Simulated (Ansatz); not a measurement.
## TiN in the rock salt structure (space group Fm-3m, No. 225)

```cif
data_N4Ti4
_chemical_formula_sum 'N4 Ti4'
_space_group_name_H-M_alt 'Fm-3m'
_space_group_IT_number 225
_space_group_name_Hall '-F 4 2 3'
_cell_length_a 4.23251
_cell_length_b 4.23251
_cell_length_c 4.23251
_cell_angle_alpha 90.000
_cell_angle_beta 90.000
_cell_angle_gamma 90.000
loop_
_atom_site_label
_atom_site_type_symbol
_atom_site_symmetry_multiplicity
_atom_site_Wyckoff_symbol
_atom_site_fract_x
_atom_site_fract_y
_atom_site_fract_z
_atom_site_occupancy
N1 N 4 a 0.00000 0.00000 0.00000 1
Ti1 Ti 4 b 0.50000 0.50000 0.50000 1
```
(The calculation used a cell of 2 atoms; values per cell refer to that cell.)

The values are results of r2SCAN (Ansatz, a first-principles code, PAW, spin-orbit coupling left out), not measurements. Γ-centred 19×19×19 mesh, Fermi–Dirac width 0.05 eV.

| Item | Result |
|---|---|
| Volume per atom | 9.48 Å³ |
| Density | 5.42 g/cm³ |
| Band gap | zero |
| Total energy | -1446.542 eV/atom (σ→0; compares only within this code and set-up) |

No phonon test of stability was made. The final runs are not spin-polarised. An odd electron count without spin: TiN.
